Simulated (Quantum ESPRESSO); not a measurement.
Input and output of a self-consistent single point for LaH₃O₃ (P2_1/c, 28 atoms in the cell) (Quantum ESPRESSO).

Computed with PBEsol, GBRV 1.5 ultrasoft (PBESOL) pseudopotentials (plane waves; Quantum ESPRESSO).

```xyz
28
Lattice="5.4759 0.0000 0.0000 0.0000 11.3019 0.0000 -0.7092 0.0000 6.8467" Properties=species:S:1:pos:R:3 pbc="T T T"
La     5.3886     7.5761     0.2825
La    -0.6218     3.7258     6.5642
La    -0.2672     1.9252     3.1409
La     5.0340     9.3767     3.7058
H      2.1306     2.1996     1.2654
H      2.6362     9.1023     5.5813
H      2.9908     7.8505     2.1579
H      1.7760     3.4514     4.6888
H      4.0233    11.0145     1.4214
H      0.7435     0.2874     5.4253
H      1.0980     5.3635     2.0020
H      3.6687     5.9384     4.8447
H      3.5794     4.3051     1.8510
H      1.1874     6.9968     4.9957
H      1.5420     9.9561     1.5723
H      3.2248     1.3458     5.2744
O      1.0100     5.5679     1.0570
O      3.7568     5.7340     5.7897
O      4.1114    11.2188     2.3664
O      0.6554     0.0831     4.4803
O      1.1591     2.1152     1.1869
O      3.6077     9.1867     5.6598
O      3.9623     7.7661     2.2364
O      0.8045     3.5358     4.6103
O      1.0668     9.1229     1.7452
O      3.7000     2.1790     5.1015
O      4.0546     3.4719     1.6781
O      0.7122     7.8300     5.1686
```

Reference input (self-consistent single point, DFT, PBEsol, plane waves, GBRV 1.5 ultrasoft (PBESOL) pseudopotentials): ecutwfc = 40 Ry; ecutrho = 200 Ry; occupations = fixed; potentials = {La: la_pbesol_v1.uspp.F.UPF, H: h_pbesol_v1.4.uspp.F.UPF, O: o_pbesol_v1.2.uspp.F.UPF}; K_POINTS = automatic 3 2 3 0 0 0; nbnd = 70; conv_thr = 1e-10 Ry. This run's input differs from it in these lines:

```diff
@@ -12,4 +12,4 @@
    ntyp = 3,
-   ecutwfc = 40,
-   ecutrho = 200,
+   ecutwfc = 36,
+   ecutrho = 180,
    occupations = 'fixed',
```

Output, abridged:

```
     Self-consistent Calculation

     iteration #  1     ecut=    36.00 Ry     beta= 0.70

     negative rho (up, down):  2.956E-01 0.000E+00

     total energy              =    -808.17340937 Ry
     estimated scf accuracy    <       6.74010101 Ry

     iteration #  2     ecut=    36.00 Ry     beta= 0.70

     negative rho (up, down):  2.173E-01 0.000E+00

     total energy              =    -809.42880139 Ry
     estimated scf accuracy    <      10.12238565 Ry

     iteration #  3     ecut=    36.00 Ry     beta= 0.70

     negative rho (up, down):  1.952E-01 0.000E+00

     total energy              =    -811.05754500 Ry
     estimated scf accuracy    <       0.20943575 Ry

   [... 10 blocks of this kind left out ...]

     iteration # 14     ecut=    36.00 Ry     beta= 0.70

     negative rho (up, down):  2.337E-01 0.000E+00

     total energy              =    -811.31067475 Ry
     estimated scf accuracy    <          1.3E-10 Ry

     iteration # 15     ecut=    36.00 Ry     beta= 0.70

     negative rho (up, down):  2.337E-01 0.000E+00
     End of self-consistent calculation

     highest occupied, lowest unoccupied level (ev):     1.3877    5.5253

!    total energy              =    -811.31067475 Ry
     estimated scf accuracy    <          9.4E-12 Ry

     convergence has been achieved in  15 iterations

     negative rho (up, down):  2.337E-01 0.000E+00

     Forces acting on atoms (cartesian axes, Ry/au):

     atom    1 type  1   force =     0.00020043   -0.00228987   -0.00129511
     atom    2 type  1   force =    -0.00020043    0.00228987    0.00129511
     atom    3 type  1   force =    -0.00020043   -0.00228987    0.00129511
     atom    4 type  1   force =     0.00020043    0.00228987   -0.00129511
     atom    5 type  2   force =     0.02117794    0.00514841    0.00359030
   [... 19 lines left out ...]
   [... lines left out ...]
     Total force =     0.124408     Total SCF correction =     0.000004
   [... lines left out ...]

     negative rho (up, down):  2.337E-01 0.000E+00
          total   stress  (Ry/bohr**3)                   (kbar)     P=      -14.06
  -0.00008441   0.00000000  -0.00000282          -12.42        0.00       -0.41
   0.00000000  -0.00010710   0.00000000            0.00      -15.76        0.00
  -0.00000282   0.00000000  -0.00009520           -0.41        0.00      -14.00

   JOB DONE.
```

The run converged in 15 iterations. Against the reference run the free energy rises by 2.7 meV/atom, the pressure goes from -0.96 to -1.41 GPa, the largest force moves little (0.818 to 0.817 eV/Å) and the gap on the mesh moves little (4.137 to 4.138 eV).

The starting cell comes from a database of computed structures (which also holds hypothetical and non-ambient phases and stackings), without a prior relaxation at this level.

Cost on one core of a shared machine: roughly 9 min.
